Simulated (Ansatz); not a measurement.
## AlAs in the zinc blende structure (space group F-43m, No. 216)

```cif
data_Al4As4
_chemical_formula_sum 'As4 Al4'
_space_group_name_H-M_alt 'F-43m'
_space_group_IT_number 216
_space_group_name_Hall 'F -4 2 3'
_cell_length_a 5.72812
_cell_length_b 5.72812
_cell_length_c 5.72812
_cell_angle_alpha 90.000
_cell_angle_beta 90.000
_cell_angle_gamma 90.000
loop_
_atom_site_label
_atom_site_type_symbol
_atom_site_symmetry_multiplicity
_atom_site_Wyckoff_symbol
_atom_site_fract_x
_atom_site_fract_y
_atom_site_fract_z
_atom_site_occupancy
As1 As 4 c 0.25000 0.25000 0.25000 1
Al1 Al 4 a 0.00000 0.00000 0.00000 1
```
(The calculation used a cell of 2 atoms; values per cell refer to that cell.)

Computed with PBE (Ansatz, a quantum-chemistry and plane-wave program, PAW, no spin-orbit coupling), earlier PAW set. k-mesh 10×10×10 (Γ-centred); smearing 0.05 eV (Fermi–Dirac).

| Quantity | Value |
|---|---|
| Volume per atom | 23.49 Å³ |
| Density | 3.60 g/cm³ |
| Band gap | 1.50 eV, indirect, Γ → X |
| Electron mass | 0.90 mₑ along k, 0.24 mₑ across |
| Hole mass (degenerate bands, along [100]) | 0.11, 0.49, 0.49 mₑ |
| Lowest conduction-band minima above the VBM | X along ⟨100⟩ 1.50 eV; Γ 1.78 eV; L along ⟨111⟩ 2.02 eV |
| Total energy | -2697.312 eV/atom (σ→0; compares only within this code and set-up) |

Masses are band curvatures over ±0.01 Å⁻¹ around the edge. Along k means along the line from Γ to the band edge. Gaps are read on the SCF mesh and a high-symmetry path. Whether these cells are dynamically stable was not tested.
